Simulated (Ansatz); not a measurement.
Relaxation of the atoms of a sheet of SbP (4 atoms in the cell) at several settings

```
SbP
1.0
    4.29772     0.00000     0.00000
    0.00000     4.29772     0.00000
    0.00000     0.00000    16.61578
Sb P
2 2
Direct
  0.50000   0.00000   0.57871
  0.00000   0.50000   0.42129
  0.00000   0.00000   0.50000
  0.50000   0.50000   0.50000
```

Base: PBE (Ansatz, a quantum-chemistry and plane-wave program). Its settings: basis.ecutwfc = 30.9 Ry; kpoints.mp_grid.grid = 6 6 1; hamiltonian.xc = pbe; hamiltonian.pseudopotentials = {kind: paw} (the program's default PAW files); scf.occupations.method = gaussian; scf.occupations.width = 0.0037 Ry.

Each line gives the change from the base single point and the result:

- atoms moved at random; relax: default → atoms; relax.f_tol: default → 0.005 eV/Å: pressure averaged over the cell with its vacuum 2.69 GPa; largest force (vector length) 0.003 eV/Å; relaxation steps 5; free energy against the base single point -41.7 meV/atom.
- atoms moved at random; scf.convergence.dr2_threshold: default (1e-07 eV) → 0.001 eV; relax: default → atoms; relax.f_tol: default → 0.03 eV/Å: pressure averaged over the cell with its vacuum 2.70 GPa; largest force (vector length) 0.011 eV/Å; relaxation steps 4; free energy against the base single point -41.6 meV/atom.
- atoms moved at random; relax: default → atoms; relax.f_tol: default → 0.1 eV/Å: pressure averaged over the cell with its vacuum 2.74 GPa; largest force (vector length) 0.061 eV/Å; relaxation steps 3; free energy against the base single point -41.5 meV/atom.

The starting cell was generated: these elements placed on a structure prototype, without a prior relaxation; it need not be a known phase or ordering of this composition. Its lattice was rescaled in the plane by a random factor within 2.5 % of one. In the base run, forces exceed 1 eV/Å.

Keys are those of Ansatz 0.2.
